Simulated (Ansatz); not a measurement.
**A computed series for Bi: thickness series**

Start from Bi in the A7 type structure (space group R-3m, No. 166; a = 4.5205 Å, c = 12.0283 Å (hexagonal axes); layered).

Free-standing slabs (2 atom(s) a layer) normal to the stacking axis with 15 Å of vacuum; in-plane cell relaxed.

The values are results of DFT with r2SCAN+rVV10, PAW potentials and a 500 eV plane-wave cutoff in Ansatz (a quantum-chemistry and plane-wave program), no SOC, not measurements.

Notes on the quantities. excess energy per area of both faces: slab less bulk energy over the cell's area: twice a surface energy; uncertain by up to 0.08 J/m².

```tsv
variant	band gap	excess energy per area of both faces	shortest interatomic distance
base	zero	–	3.068 Å
1 layer	0.88 eV	0.47 J/m²	3.006 Å
3 layers	zero	0.59 J/m²	3.037 Å
4 layers	zero	0.6 J/m²	3.043 Å
```

Slab and bulk use different k-meshes, which limits the precision of the excess energy. With Bi present, leaving out spin-orbit coupling can change the band edges. Whether these cells are dynamically stable was not tested.
